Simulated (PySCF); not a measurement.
PySCF 2.14.0, BP86/def2-svp, df: B(Me)(SH)2 (CB(S)S), 9 atoms. The geometry is a generated start, not checked to be a minimum at this level.

```json
{
  "task": "energy",
  "method": "bp86",
  "basis": "def2-svp",
  "two_electron_scheme": "density fitting",
  "mol.max_memory": "3000 MB",
  "mf.max_cycle": "100",
  "mf.conv_tol": "1e-09 (default)",
  "mf.grids.level": "3 (default)",
  "basis_functions": "89",
  "grid_points": "114968"
}
```

```xyz
9

B      0.1575     0.0833    -0.0144
C     -1.2005    -0.7196    -0.0994
H     -1.0512    -1.7588    -0.3904
H     -1.9142    -0.2693    -0.7892
H     -1.6821    -0.7410     0.8792
S      0.1827     1.7834    -0.5990
H      1.4485     2.0925    -0.3262
S      1.5894    -0.7363     0.6956
H      2.4700     0.2657     0.6438
```

With the defaults (mf.DIIS = CDIIS, mf.diis = true, mf.damp = 0, mf.diis_start_cycle = 1, mf.diis_space = 8, mf.init_guess = minao, mf.diis_damp = 0, mf.level_shift = 0) it converges in 12 Fock builds. One run each on 2 threads, 1 BLAS thread, with these changes:
- mf.diis_space = 12
- mf.DIIS = EDIIS
- mf.damp = 0.7, mf.diis_start_cycle = 8
- mf.diis = false
- mf.diis_damp = 0.3
- mf.init_guess = mod_huckel
- mf.level_shift = 0.3 Hartree
- mf.diis_space = 5
- mf.diis_space = 20

Q: Name the settings that don't reach the solution of the defaults.

A: No convergence: mf.DIIS = EDIIS; mf.diis = false (the run ends without SCF convergence in 100 cycles). The rest reach the solution of the defaults.

```
setting                                 Fock builds             end
--------------------------------------  -----------  --------------
mf.diis_damp = 0.3                               11   same solution
the defaults                                     12   same solution
mf.diis_space = 12                               12   same solution
mf.diis_space = 20                               12   same solution
mf.diis_space = 5                                12   same solution
mf.level_shift = 0.3 Hartree                     14   same solution
mf.damp = 0.7, mf.diis_start_cycle = 8           15   same solution
mf.init_guess = mod_huckel                       16   same solution
mf.DIIS = EDIIS                                 101  no convergence
mf.diis = false                                 101  no convergence
```
